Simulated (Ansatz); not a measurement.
Start from TlBiS2 (space group R-3m, No. 166; a = 4.085 Å, c = 21.696 Å (hexagonal axes)). Axes: x lies along a and z along c of the hexagonal cell.

Calculations: DFT with PBEsol, PAW potentials and a 420 eV plane-wave cutoff in Ansatz (a quantum-chemistry and plane-wave program), no spin-orbit coupling.

For the base:

The pressure is -0.01 GPa and the gap character comes out as direct at Γ. The valence-band top at Γ is 0.00, -1.78, -1.78 eV, the band gap is 0.15 eV and the hole mass is 0.075 mₑ along c, 0.15 mₑ across (at Γ).

Modification: uniaxial strain ε_xx = +0.60 %, all other strain components held at zero; the atoms relax in the strained cell.

Question: Estimate the effect on the pressure, gap character, valence-band top at Γ, band gap and hole mass.

Answer: The pressure (mean of the normal stresses, compression positive) drops by 0.28 GPa (-0.01 GPa → -0.29 GPa); the gap character stays direct at Γ; the valence-band top at Γ (three highest levels, from the VBM) goes from 0.00, -1.78, -1.78 eV to 0.00, -1.74, -1.76 eV; the band gap goes up by 0.01 eV (0.15 eV → 0.16 eV); the hole mass goes from 0.075 mₑ along c, 0.15 mₑ across (at Γ) to 0.082 mₑ along z, 0.16 mₑ across (at Γ).

With Bi and Tl present, leaving out spin-orbit coupling can change the band edges. Masses are band curvatures over ±0.01 Å⁻¹ around the edge. Whether these cells are dynamically stable was not tested. The zero or small gap of TlBiS2 can change with the level of theory. k-point labels follow each cell's own Brillouin zone.
